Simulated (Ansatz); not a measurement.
Functionals compared on Cl on the 1x1 (111) surface of fcc Pt, one in a 2x2 cell, started at the site 'top Pt', in Ansatz (plane waves, PAW). The structure was relaxed with PBE; the other rows are single points on it, each with its references at the same level. Cutoff 420 eV (500 eV for r2SCAN).

Slab: 17 atoms, 6.9 Å thick at the start under the adsorbate (thin: gaps and levels are the slab's own); k 6x6x1, smearing 0.1 eV, dipole-corrected; 8 atoms held, the rest relaxed; held to the start's symmetry, so lower structures may exist; no spin, no spin-orbit, no U, no dispersion correction. At the end it is bonded to Pt. In PBE this state lies 0.10 eV over the lowest of the starts that converged ('bridge Pt-Pt (span 2.8 Å)'). These notes are the PBE run's. Adsorption energies are against ½ Cl2(g). A negative adsorption energy means that the adsorbate is more stable on the surface than in its reference.

```json
[
 {"functional": "PBE", "adsorption energy (eV)": "-0.98", "work function of the top face (eV)": "6.50", "change of the work function (eV)": "0.82", "rough cost of the single point": "–"},
 {"functional": "RPBE", "adsorption energy (eV)": "___", "work function of the top face (eV)": "___", "change of the work function (eV)": "___", "rough cost of the single point": "roughly 90 core-seconds"},
 {"functional": "r2SCAN", "adsorption energy (eV)": "-1.25", "work function of the top face (eV)": "6.69", "change of the work function (eV)": "0.94", "rough cost of the single point": "about 3 core-minutes (a rough figure)"}
]
```

Question: Complete the blanks.

Answer: 
- RPBE, adsorption energy (eV): -0.82
- RPBE, work function of the top face (eV): 6.41
- RPBE, change of the work function (eV): 0.89

Ansatz is a program for electronic structure.
